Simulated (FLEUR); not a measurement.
# Equation of state of wurtzite CdS (space group 186): energy against volume (FLEUR, PBE)

```yaml
crystal:
  lattice:
    - [4.06639, 0.00000, 0.00000]
    - [-2.03319, 3.52159, 0.00000]
    - [0.00000, 0.00000, 6.60051]
  atoms:
    - { symbol: Cd, position: [0.33333, 0.66667, 0.00000] }
    - { symbol: Cd, position: [0.66667, 0.33333, 0.50000] }
    - { symbol: S, position: [0.33333, 0.66667, 0.37700] }
    - { symbol: S, position: [0.66667, 0.33333, 0.87700] }
```

Method of the run: PBE, all-electron FLAPW (FLEUR), scalar-relativistic valence in FLEUR. Settings: Kmax = 5.24 1/bohr; GmaxXC = 15.7 1/bohr; xcFunctional = pbe; jspins = 1; l_soc = F; mode = hist; fermiSmearingEnergy = 0.00036749 Htr; mesh (inpgen div1-3) = 5 5 2; inpgen gamma flag = true; Gmax = 15.7 1/bohr; numbands = 0; maxIterBroyd = 15; imix = Anderson; alpha = 0.05; precondParam = 0; minDistance = 1e-05 me/bohr^3. The cell above is the first row's. The rows scale it uniformly. In all rows fractional positions and the k mesh are held. E is the free energy at the stated smearing, counted from the lowest row.

| V (Å^3/atom) | E (meV/atom) |
|---|---|
| 23.6301 | ? |
| 24.1438 | 27.49 |
| 24.6575 | 14.20 |
| 25.1712 | 5.50 |
| 25.6849 | 0.92 |
| 26.1986 | 0.00 |
| 26.7123 | 2.38 |
| 27.2260 | 7.72 |

Problem. Using the third-order Birch-Murnaghan form, a cubic in V^(-2/3), estimate the missing E at V = 23.6301 from the other rows, showing the fit.

Solution. With u = V^(-2/3) - 0.1150, the rows have u = 0.0047098, 0.0030413, 0.0014298, -0.0001279, -0.0016344, -0.0030925, -0.0045046. Least squares gives E = 1.150 + 1947.6·u + 764776·u² + 1936651·u³. Residuals (row less fit): 0.000, -0.002, -0.004, 0.007, -0.001, -0.004, 0.002; standard error 0.005 (degrees of freedom: 3). Its minimum lies at u = -0.0012795, so V0 = (0.1137205)^(-3/2) = 26.08. There d²E/du² = 1515000 and d³E/du³ = 1.162e7, so B0 = (4/9) × 26.08^(-7/3) × 1515000 × 0.160218 = 53.5 GPa (the last factor turns the table's units into GPa), and B0' = 4 + (2/3) × 0.1137205 × (1.162e7)/1515000 = 4.6. At the withheld row, u = 0.0064385, so E = 1.150 + 1947.6 × 0.0064385 + 764776 × 0.0064385² + 1936651 × 0.0064385³ = 45.910 meV/atom. The calculation gives 45.93 meV/atom, 0.020 meV/atom above the prediction (under 0.05 % of the range of E in the table). The row lies outside the fitted rows, so this is an extrapolation. From the scatter of the fitted rows alone, a prediction at this place has a standard error of 0.018 meV/atom, so the miss is 1.1 times that.

Carrying the step between the two nearest rows on in a straight line would have given 40.78, off by 5.15; series whose last step already gives the withheld value aren't shown. The scan was laid around a cell of about the measured size, scaled by a guess for this functional; axis ratios and inner coordinates come from that cell. The runs keep the symmetry of the cell, so they don't test it for distortions. Values depend on the basis (sphere radii, cutoffs, local orbitals), which need not be converged. The shape of the cell and the inner coordinates aren't relaxed, so V0 and B0 belong to this uniform scaling; a relaxed crystal lies no higher in energy and is usually softer. 1 of the planned runs didn't end soundly and are left out. Cutoffs and mesh are single choices, not tested for convergence of this quantity. Series with a scatter that would blur these digits, or in which a gap closes, are not shown. Nor are scans whose minimum lies at an end fitted in this form.
